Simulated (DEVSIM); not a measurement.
System: GaP/Si n-p heterojunction, at 300 K.

```csv
layer (left to right),material,thickness (μm),Nd (cm⁻³),Na (cm⁻³),τn (s),τp (s)
1,GaP,0.0770,2.5e16,-,3.4e-7,3.4e-7
2,Si,0.360,-,1.8e18,3.4e-7,3.4e-7
```

Left contact: ohmic. Right contact: ohmic. Voltage is applied to the left contact. Recombination: SRH at mid-gap, radiative. Mobility is μmin + (μ − μmin)/(1 + (N/Nref)^α).

This is a model device: material constants are rounded textbook-type values typed into the input, and sizes, dopings and lifetimes were drawn at random. Values at 300 K.

| parameter | GaP | Si |
|---|---|---|
| gap (eV) | 2.26 | 1.124 |
| affinity (eV) | 3.8 | 4.05 |
| permittivity | 11.1 | 11.7 |
| Nc (cm⁻³) | 1.8e19 | 2.86e19 |
| Nv (cm⁻³) | 1.9e19 | 3.1e19 |
| μn (cm²/Vs) | 250 | 1417 |
| μp (cm²/Vs) | 150 | 470 |
| μn,min | 10 | 52 |
| μp,min | 10 | 45 |
| Nref,n | 4.4e18 | 9.7e16 |
| Nref,p | 1e18 | 2.2e17 |
| αn | 0.8 | 0.68 |
| αp | 0.85 | 0.72 |
| B (cm³/s) | 1e-13 | 4.7e-15 |

DEVSIM, 1D drift-diffusion, Boltzmann statistics, complete ionisation; no tunnelling, impact ionisation, image-force lowering or self-heating. Band offsets follow the typed affinities; no thermionic-emission limit at abrupt steps, no polarisation charge.

**Question.** Tabulate band edges, carrier densities and field at -0.9 V on the left contact.

**Answer.** Energies count from the Fermi level of the right contact; mesh points crowd at the junctions.

| x (μm) | Ec (eV) | Ev (eV) | n (cm⁻³) | p (cm⁻³) | field (V/cm) |
|---|---|---|---|---|---|
| 0.000 | 1.070 | -1.190 | 2.5e16 | < 1e2 | 17000 |
| 0.003248 | 1.076 | -1.184 | 2.0e16 | < 1e2 | 17000 |
| 0.008409 | 1.085 | -1.175 | 1.4e16 | < 1e2 | 18000 |
| 0.01661 | 1.100 | -1.160 | 7.8e15 | < 1e2 | 20000 |
| 0.03648 | 1.146 | -1.114 | 1.3e15 | < 1e2 | 27000 |
| 0.05277 | 1.195 | -1.065 | 1.9e14 | < 1e2 | 33000 |
| 0.06379 | 1.234 | -1.026 | 3.8e13 | 110 | 38000 |
| 0.07265 | 1.269 | -0.991 | 5.5e12 | 420 | 41000 |
| 0.07631 | 1.284 | -0.976 | 6.2e11 | 770 | 43000 |
| 0.07912 | 1.044 | -0.081 | 4.7e14 | 1.4e18 | 22000 |
| 0.08389 | 1.049 | -0.075 | 3.8e14 | 1.7e18 | 4900 |
| 0.09624 | 1.050 | -0.074 | 3.4e14 | 1.8e18 | 88 |
| 0.1126 | 1.050 | -0.074 | 3.3e14 | 1.8e18 | ≈ 0 |
| 0.1399 | 1.050 | -0.074 | 3.0e14 | 1.8e18 | ≈ 0 |
| 0.2054 | 1.050 | -0.074 | 2.3e14 | 1.8e18 | ≈ 0 |
| 0.2842 | 1.050 | -0.074 | 1.5e14 | 1.8e18 | ≈ 0 |
| 0.3514 | 1.050 | -0.074 | 8.6e13 | 1.8e18 | ≈ 0 |
| 0.3879 | 1.050 | -0.074 | 4.9e13 | 1.8e18 | ≈ 0 |
| 0.4144 | 1.050 | -0.074 | 2.3e13 | 1.8e18 | ≈ 0 |
| 0.4255 | 1.050 | -0.074 | 1.2e13 | 1.8e18 | ≈ 0 |
| 0.4321 | 1.050 | -0.074 | 4.9e12 | 1.8e18 | ≈ 0 |
| 0.4370 | 1.050 | -0.074 | < 1e2 | 1.8e18 | ≈ 0 |
